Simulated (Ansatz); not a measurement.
NbSi2 under a change: biaxial strain +2.39 %, plane normal [001], relaxed out of plane

Base system: NbSi₂ (space group P6_222, No. 180; a = 4.767 Å, c = 6.576 Å). Axes: x lies along a and z along c of the hexagonal cell.

One thing is altered: tensile biaxial strain of 2.39 % in the plane normal to [001], as in epitaxy on a mismatched substrate; the out-of-plane cell vector and the atoms relax.

All numbers come from Ansatz (a quantum-chemistry and plane-wave program), PBEsol, PAW, cutoff 420 eV, without spin-orbit coupling. k-mesh 11×11×7 (Γ-centred); smearing 0.05 eV (Fermi–Dirac).

The volume per atom rises by 0.57 Å³, from 14.38 Å³ to 14.95 Å³ and the space group remains P6_222 (No. 180). The shortest interatomic distance shrinks by 0.003 Å (2.558 Å → 2.555 Å) and the band gap remains zero. The out-of-plane strain is -0.82 % (rough) and the mean in-plane stress (compression positive) comes out as -8.8 GPa (rough).

Final structure (turned so that z lies along the plane normal):

```yaml
crystal:
  lattice:
    - [4.88144, 0.00000, 0.00000]
    - [2.44072, 4.22745, 0.00000]
    - [0.00000, 0.00000, 6.52172]
  atoms:
    - { symbol: Nb, position: [0.50000, 0.50000, 0.00000] }
    - { symbol: Nb, position: [0.50000, 0.00000, 0.33333] }
    - { symbol: Nb, position: [0.00000, 0.50000, 0.66667] }
    - { symbol: Si, position: [0.15885, 0.15885, 0.00000] }
    - { symbol: Si, position: [0.84115, 0.31771, 0.33333] }
    - { symbol: Si, position: [0.68229, 0.15885, 0.66667] }
    - { symbol: Si, position: [0.84115, 0.84115, 0.00000] }
    - { symbol: Si, position: [0.15885, 0.68229, 0.33333] }
    - { symbol: Si, position: [0.31771, 0.84115, 0.66667] }
```

Without a gap, meshes like the base's 11×11×7 leave anisotropic stresses uncertain by several tenths of a GPa, and small strain energies with them. No phonon test of stability was made. All final runs are without spin polarisation. An odd electron count without spin: NbSi2.
